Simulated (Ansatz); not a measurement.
Output of an Ansatz run (abridged):

```
WARN basis.ecutwfc = 420 eV, the default
WARN ansatz: RAYON_NUM_THREADS=1 ignored (pool sized by the plan → 1); use --threads N
Pseudopotentials: kind: paw
Pseudopotential: In, paw, valence charge 13
Pseudopotential: Sc, paw, valence charge 11
Crystal: 4 atoms, lattice volume = 88.717 Å³
Basis set: ecut = 420 eV, 1743 PW (Γ)
Bands: 30, of which v1, the nominal top of the filled ones, is band 25 counted from 1 (24 counted from 0)
Symmetry: 48 space group operations
Space group: Pm-3m (ITA 221), of the structure as read, at distance tolerance 4.5e-5 Å
k-points: 35 of 512
PAW frozen core: In, regenerated for the run's functional, and the local potential with it
PAW frozen core: Sc, regenerated for the run's functional, and the local potential with it
Initial density: superposition of atomic densities (neutral atoms: chi_scale 0, normalization atom), corrected by the library's trained network
Initial wavefunctions: pseudopotential atomic-orbital guess
Eigensolver: davidson
Functional: x = slater, c = lda
SCF iter   1: F=—  HF=-18462.137862 eV  |F-HF|=—  |Δ(HF+E_count)|=         —  Δρ=8.10e-3  dr2=3.30e-2  ethr=1.77e-3  ⟨swp⟩=5.9  Hψ=4471  notcnv=0
all-band conjugate gradients solve this SCF's bands
preconditioner: auto → Kerker (q_TF=auto, 2.480 Å⁻¹)
SCF iter   2: F=—  HF=-18462.129038 eV  |F-HF|=—  |Δ(HF+E_count)|=   8.82e-3  Δρ=3.52e-3  dr2=7.28e-3  ethr=6.61e-5  ⟨swp⟩=2.3  Hψ=2000  notcnv=0
SCF iter   3: F=—  HF=-18462.127222 eV  |F-HF|=—  |Δ(HF+E_count)|=   1.82e-3  Δρ=7.62e-4  dr2=8.82e-4  ethr=1.46e-5  ⟨swp⟩=2.6  Hψ=1835  notcnv=0
SCF iter   4: F=—  HF=-18462.127022 eV  |F-HF|=—  |Δ(HF+E_count)|=   2.00e-4  Δρ=2.03e-4  dr2=5.10e-5  ethr=1.76e-6  ⟨swp⟩=2.0  Hψ=1264  notcnv=0
SCF iter   5: F=—  HF=-18462.127008 eV  |F-HF|=—  |Δ(HF+E_count)|=   1.37e-5  Δρ=1.01e-4  dr2=1.71e-5  ethr=1.02e-7  ⟨swp⟩=2.0  Hψ=1955  notcnv=0
SCF iter   6: F=—  HF=-18462.127005 eV  |F-HF|=—  |Δ(HF+E_count)|=   3.41e-6  Δρ=2.29e-5  dr2=5.90e-7  ethr=3.41e-8  ⟨swp⟩=2.0  Hψ=1358  notcnv=0
SCF iter   7: F=-18462.127005 eV  HF=-18462.127005 eV  |F-HF|=1.13e-10  |Δ(HF+E_count)|=   3.37e-8  Δρ=5.01e-6  dr2=1.85e-8  ethr=2.00e-10  ⟨swp⟩=5.3  Hψ=3886  notcnv=0
SCF 1 converged in 7 iterations: F = -18462.127005 eV  dr2 = 1.85e-8
SCF converged after 7 iterations
Free energy (F): -18462.127005 eV
Harris-Foulkes:  -18462.127005 eV  (|F-HF|=1.13e-10)
Internal energy: -18462.070912 eV  (E = F + TS)
E sigma→0 (E₀):  -18462.098958 eV
Entropy (-TS):   -0.056093 eV (-14.023 meV/atom)
Fermi energy:    11.946504 eV
--- Per-component energies (eV) ---
  E_band       = -153.157871
  E_kinetic    = 994.838525
  E_local      = -3747.227206  (includes V_loc(G=0)·N_el)
  E_nonlocal   = 1194.609755
  E_hartree    = 1431.633753
  E_xc         = -747.502776
  E_vxc        = -436.538236  (∫ρ·V_xc dr)
  E_paw        = -12952.793833  (= ΣΔE_a)
  E_vpaw       = -1022.108521  (= ΣTr[D̂ρ^β])
  E_aug_tail   = 0.000084  (compensation charges beyond the density's cutoff)
  E_ewald      = -4636.787746
  E_core_change = 1.158532  (= ΣΔE_core)
  E_smearing   = -0.056093  (= −TS)
  E_closure    = -0.000000  (closes the sum)
  Σ components = -18462.127005   (vs F -18462.127005, Δ=0.00e0)
--- Forces (eV/Å), atoms counted from 1 ---
  atom   1  In     0.00000000     0.00000000    -0.00000000
   [... zero for the other atoms too ...]
  max |Σ_I F_I| component: 1.63e-28 eV/Å
--- Stress (GPa, compression-positive) ---
       -2.852488      -0.000000       0.000000
       -0.000000      -2.852488       0.000000
        0.000000       0.000000      -2.852488
  P = ⅓ Tr σ = -2.8525 GPa (-28.525 kbar)
  The stress holds the Pulay correction. Without it, at fixed plane waves, as pw.x and ABINIT print it: P = -2.8740 GPa
--- Band table (eV; the first three rows and the last of 35) ---
  k-point 0: bands = ["-37.4163", "-16.3445", "-16.3445", "-16.3445", "-3.0331", "-3.0097", "-3.0097", "-3.0097", "-2.7678", "-2.7678", "-2.5501", "-2.5501", "-2.5501", "-2.4426", "-2.4426", "-2.2519", "-2.2197", "-2.2197", "-2.2197", "1.9890", [...]
  k-point 1: bands = ["-37.4163", "-16.3462", "-16.3446", "-16.3446", "-3.0119", "-3.0040", "-2.9845", "-2.9845", "-2.7621", "-2.7488", "-2.5558", "-2.5494", "-2.5494", "-2.4587", "-2.4421", "-2.2666", "-2.2528", "-2.2528", "-2.2197", "2.1160", [...]
  k-point 2: bands = ["-37.4161", "-16.3504", "-16.3448", "-16.3448", "-2.9897", "-2.9544", "-2.9119", "-2.9119", "-2.7474", "-2.6969", "-2.5702", "-2.5494", "-2.5494", "-2.5050", "-2.4413", "-2.3429", "-2.3429", "-2.3076", "-2.2197", "2.4941", [...]
  k-point 34: bands = ["-37.4155", "-16.3520", "-16.3520", "-16.3520", "-2.8702", "-2.8702", "-2.8702", "-2.8520", "-2.7531", "-2.7531", "-2.7531", "-2.5293", "-2.5293", "-2.5293", "-2.4780", "-2.4780", "-2.2605", "-2.2605", "-2.2605", "7.0108", [...]
```

The structure:

```
CELL_PARAMETERS angstrom
      4.46000     0.00000     0.00000
      0.00000     4.46000     0.00000
      0.00000     0.00000     4.46000
ATOMIC_POSITIONS crystal
  In 0.00000 0.50000 0.50000
  In 0.50000 0.00000 0.50000
  In 0.50000 0.50000 0.00000
  Sc 0.00000 0.00000 0.00000
```

### Question
What input produced this log?

### Answer
Other spellings and defaults could give the same log, and not every line can be read from it. The input that was run (DFT, LDA (PW92), plane waves, default PAW files made with PBE):

Ansatz 0.2 input:
```yaml
# ScIn3
crystal:
  lattice:
    - [4.460000, 0.000000, 0.000000]
    - [0.000000, 4.460000, 0.000000]
    - [0.000000, 0.000000, 4.460000]
  atoms:
    - { symbol: In, position_ang: [0.000000, 2.230000, 2.230000] }
    - { symbol: In, position_ang: [2.230000, 0.000000, 2.230000] }
    - { symbol: In, position_ang: [2.230000, 2.230000, 0.000000] }
    - { symbol: Sc, position_ang: [0.000000, 0.000000, 0.000000] }
kpoints:
  mp_grid: { grid: [8, 8, 8] }
hamiltonian:
  xc: lda
  pseudopotentials: { kind: paw }
scf:
  occupations: { method: fermi_dirac, width: 0.0073 Ry }
output:
  forces: true
  eigenvalues: true
  stress: true
```

The starting cell comes from a database of published, mostly measured structures (it also holds non-ambient and calculated ones), without a prior relaxation at this level. Ansatz's pressure includes its estimate of the finite-basis (Pulay) stress.

Ansatz is a first-principles code.
